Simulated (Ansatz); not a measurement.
Base system: WTe$_{2}$ (space group P4_2/mnm, No. 136; a = 6.596 Å, c = 3.577 Å; a hypothetical phase, not in the database extracts checked).

Structures relaxed with PBEsol, PAW, 420 eV (Ansatz, a quantum-chemistry and plane-wave program; scalar-relativistic without spin-orbit coupling), earlier PAW set.

Base:

Simulated powder pattern, Cu Kα, λ = 1.54184 Å (kinematic, ideal powder, no thermal factors, no anomalous dispersion; the 8 strongest lines at most, above 2 %, up to 2θ = 90°):

```tsv
2θ (°)	I/Imax (%)	hkl
19.03	100	(110)
28.38	34	(101)
31.52	86	(111)
38.61	67	(220)
39.60	91	(211)
48.60	53	(301)
50.66	29	(311)
83.40	29	(521)
```

After one change:

Simulated powder pattern, Cu Kα, λ = 1.54184 Å (kinematic, ideal powder, no thermal factors, no anomalous dispersion; the 8 strongest lines at most, above 2 %, up to 2θ = 90°):

```json
[
 {"2θ (°)": "19.12", "I/Imax (%)": "100"},
 {"2θ (°)": "28.88", "I/Imax (%)": "35"},
 {"2θ (°)": "32.00", "I/Imax (%)": "85"},
 {"2θ (°)": "38.81", "I/Imax (%)": "69"},
 {"2θ (°)": "40.07", "I/Imax (%)": "89"},
 {"2θ (°)": "49.09", "I/Imax (%)": "50"},
 {"2θ (°)": "51.15", "I/Imax (%)": "31"},
 {"2θ (°)": "84.09", "I/Imax (%)": "29"}
]
```

Q: What was done to the base?
(A) pressure −1 GPa
(B) pressure 3 GPa
(C) pressure 100 GPa
(D) pressure 7 GPa

A: B, pressure 3 GPa. Its volume per atom is 25.16 Å³ against 25.94 Å³, and its space group is P4_2/mnm (No. 136).

Load acts through the strain it causes; cell and atoms are relaxed under it. Whether these cells are dynamically stable was not tested. Competing high-pressure phases were not computed. The final runs are not spin-polarised. WTe2 has a high density of states at the Fermi level and may be magnetic at this level.
